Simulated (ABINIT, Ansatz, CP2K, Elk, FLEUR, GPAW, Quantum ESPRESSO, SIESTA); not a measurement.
Code comparison for BN (F-43m, 2 atoms in the cell)

Self-consistent single point.

```xyz
2
Lattice="0.0000 1.8075 1.8075 1.8075 0.0000 1.8075 1.8075 1.8075 0.0000" Properties=species:S:1:pos:R:3 pbc="T T T"
B      0.0000     0.0000     0.0000
N      0.9038     0.9038     0.9038
```

All programs got the same cell, k-point mesh and kind of occupations (in Ansatz's words: kpoints.mp_grid.grid = 11 11 11; scf.occupations.method = fermi_dirac; scf.occupations.width = 0.01 eV); potentials, basis and cutoffs are each program's usual ones.

| code | model | pressure (GPa) | gap on the mesh (eV) | k-points | cutoff |
|---|---|---|---|---|---|
| Ansatz | PBE, default PAW files | 1.96 | 4.575 | 56 | default |
| CP2K | PBE, GPW, DZVP-MOLOPT-SR-GTH basis, GTH-PBE potentials (GTH_POTENTIALS) | 4.38 | 4.638 | 666 | grid 400 Ry |
| ABINIT | PBE, norm-conserving pseudopotentials (PseudoDojo nc-sr-05 PBE standard) | 2.67 | 4.637 | 56 | 42 Ha |
| FLEUR | PBE, all-electron FLAPW (FLEUR), scalar-relativistic valence | – | 4.419 | 91 | Kmax 4 1/bohr |
| SIESTA | GGA PBE, numerical atomic orbitals DZP, PseudoDojo PBE standard norm-conserving potentials (rewritten from UPF to PSML) | 4.58 | 4.658 | 666 | grid 300 Ry |
| GPAW | PBE, GPAW PAW datasets PBE (gpaw-data 1.0.1) | – | 4.575 | 56 | 950 eV |
| Elk | PBE, all-electron FP-LAPW, Elk's shipped species files, APW+lo basis with extra local orbitals | – | 4.574 | 91 | rgkmax 8 |
| Quantum ESPRESSO | PBE, PseudoDojo standard norm-conserving (PBE) pseudopotentials | 2.68 | 4.637 | 56 | 85 Ry |

A dash marks a value that a program does not give, or that is left out as unsure.

Gaps are read on the mesh. Another mesh or the band path gives a smaller gap, so these values are not converged in the mesh.

The spread over the programs that give each value: pressure within 2.62 GPa; gap on the mesh within 0.239 eV.

The starting cell has typed, rounded lattice constants, without a prior relaxation at this level. On Ansatz's run: In the base run, with a pressure of about 3 GPa the cell is away from its equilibrium volume at this level. Another mesh or the band path of this cell gives a smaller gap, so this value is not converged in the mesh.

### Question
Why do the programs differ, and what cannot be compared?

### Answer
Differences of this kind can come from the potentials, where these differ, and from what each basis and cutoff leave unconverged. The zero of total energies and Fermi levels follows the potentials and each program's conventions, so they are not compared here. CP2K and SIESTA use small atom-centred bases, whose incompleteness enters pressures, forces and empty levels differently from a plane-wave cutoff. FLEUR and Elk treat all electrons, but the usual bases taken here (sphere radii, linearisation, local orbitals, empty states) were not tested for convergence, so the values are no reference for the others. Ansatz's pressure is given at a fixed set of plane waves, as the other plane-wave codes print theirs; with its correction for the finite basis it is 3.03 GPa (the shift of 1.07 GPa shows how far the cutoff is from converged). The pressure of GPAW is left out: its cutoff lies under the one at which its stress was checked. The programs reduce the same mesh by symmetry to different extents, which changes the work and not the result. In the pressure, CP2K (by 1.71) and SIESTA (by 1.91) lie more than 1 GPa from the median of the plane-wave programs. In the gap, FLEUR (by 0.187) lies more than 0.12 eV from the median of the plane-wave programs.

Ansatz is an electronic-structure program.

Keys are those of Ansatz 0.2.
